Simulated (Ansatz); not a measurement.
An Ansatz (a first-principles code) run: Bi2Se3 with a change (pressure −1 GPa); plane-wave PAW DFT at the PBE-D3(BJ) level (Ansatz, 420 eV), no spin-orbit coupling.

Input:

Ansatz 0.2 input:
```yaml
crystal:
  lattice:
    - [2.0721568723, 1.1963603281, 9.4826725727]
    - [-2.0721568723, 1.1963603281, 9.4826725727]
    - [0, -2.3927206561, 9.4826725727]
  atoms:
    - { symbol: Bi, position: [0.4008741991, 0.4008741991, 0.4008741991] }
    - { symbol: Bi, position: [0.5991258009, 0.5991258009, 0.5991258009] }
    - { symbol: Se, position: [0, 0, 0] }
    - { symbol: Se, position: [0.2105223364, 0.2105223364, 0.2105223364] }
    - { symbol: Se, position: [0.7894776636, 0.7894776636, 0.7894776636] }
basis: { ecutwfc: 420, ecutrho_ratio: 4, xc_grid: 2, fft_grid_basis: typed }
kpoints: { mp_grid: { grid: [9, 9, 9] } }
hamiltonian:
  xc: pbe
  dispersion: d3bj
  pseudopotentials: { kind: paw }
scf: { occupations: { method: fermi_dirac, width: 0.05 } }
relax: { f_tol: 0.01, max_steps: 60, cell: { stress_tol: 0.02, p_target: -1.0 } }
output: { forces: true, stress: true }
checkpoint: { write: state.ck, write_every: 1000 }
```

Output (explanatory and most iteration lines left out):

```
Relaxation: its limit of steps is 60 (relax.max_steps)
Pseudopotential: Bi, paw, valence charge 15
Pseudopotential: Se, paw, valence charge 16
Crystal: 5 atoms, lattice volume = 141.048 Å³
Basis set: ecut = 420 eV, 2713 PW (Γ), exchange–correlation on 144×144×144 points (8 copies of the dense FFT grid, shifted against one another)
Bands: 47, of which v1, the nominal top of the filled ones, is band 39 counted from 1 (38 counted from 0)
Symmetry: 12 space group operations
Space group: R-3m (ITA 166), of the structure as read, at distance tolerance 5.2e-5 Å
k-points: 85 of 729
Functional: x = pbe(κ = 0.804, μ = 0.2195149727645171), c = pbe(β = 0.06672455060314922)
SCF iter   1: F=—  HF=-41204.222215 eV  |F-HF|=—  |Δ(HF+E_count)|=         —  Δρ=1.20e-3  dr2=3.52e-3  ethr=1.77e-3  ⟨swp⟩=8.0  Hψ=16088  notcnv=0  defer=4
SCF iter   2: F=—  HF=-41204.220430 eV  |F-HF|=—  |Δ(HF+E_count)|=   1.78e-3  Δρ=5.89e-4  dr2=5.00e-4  ethr=4.51e-6  ⟨swp⟩=2.4  Hψ=8469  notcnv=0  defer=42
SCF 1 converged in 7 iterations: F = -41204.220761 eV  dr2 = 3.77e-8
relax step   1: F+E_penalty+E_count = -41204.22076120 eV  Δ(F+E_penalty+E_count) = +0.000e0 eV  max|allowed force component| = 6.244e-4 eV/Å  Δτ_max = 0.0000 Å  P = -0.000 GPa  Ω = 141.048 Å³  (7 SCF iters, dr2 threshold 1.00e-7 eV, accepted)
[... steps on the carried basis left out ...]
relax step   6: F+E_penalty+E_count = -41204.20458463 eV  Δ(F+E_penalty+E_count) = -6.397e-4 eV  max|allowed force component| = 1.062e-3 eV/Å  Δτ_max = 0.0000 Å  P = -0.995 GPa  Ω = 145.853 Å³  stress off target by 1.07e-2 GPa  SCF on the basis re-selected at this cell (its energy is not comparable with the rows above)  (9 SCF iters)
SCF converged after 9 iterations
Free energy (F): -41204.204585 eV
Internal energy: -41204.204462 eV  (E = F + TS)
E sigma→0 (E₀):  -41204.204523 eV
Entropy (-TS):   -0.000123 eV (-0.025 meV/atom)
Fermi energy:    8.739544 eV
  E_disp       = -1.945816  (pairwise vdW)
--- Forces (eV/Å), atoms counted from 1 ---
  atom   1  Bi     0.00000000     0.00000000     0.00046527
  atom   2  Bi    -0.00000000    -0.00000000    -0.00046527
  atom   3  Se     0.00000000     0.00000000    -0.00000000
  atom   4  Se     0.00000000    -0.00000000    -0.00106156
  atom   5  Se    -0.00000000     0.00000000     0.00106156
--- Stress (GPa, compression-positive) ---
       -0.998006       0.000000       0.000000
        0.000000      -0.998006       0.000000
        0.000000       0.000000      -0.989326
  P = ⅓ Tr σ = -0.9951 GPa (-9.951 kbar)
--- Relaxed structure (5 steps of the walk, 5 accepted, 1 SCFs on fresh bases) ---
  cell:  # Å, volume = 145.8526 Å³
    - [2.083677273324527, 1.2030116346752664, 9.697563729968683]
    - [-2.083677273324527, 1.2030116346752664, 9.697563729968683]
    - [-2.1230937219596266e-34, -2.4060232692993977, 9.697563729975029]
  atoms:
    - { symbol: Bi, position: [0.3997217634012473, 0.3997217634012473, 0.3997217634012473] }
    - { symbol: Bi, position: [0.6002782365987525, 0.6002782365987525, 0.6002782365987525] }
    - { symbol: Se, position: [4.8782969503400795e-20, 4.8782969503400856e-20, 4.87829695041566e-20] }
    - { symbol: Se, position: [0.21303388689196295, 0.21303388689196295, 0.21303388689196295] }
    - { symbol: Se, position: [0.786966113108037, 0.786966113108037, 0.7869661131080369] }
```

Spin-orbit coupling, missing from the scalar runs, can matter with Bi. Load acts through the strain it causes; cell and atoms are relaxed under it. Whether these cells are dynamically stable was not tested. The cell was made from Bi₂Se₃ in the Bi2Te3 type structure (space group R-3m, No. 166) by this change: pressure −1 GPa.
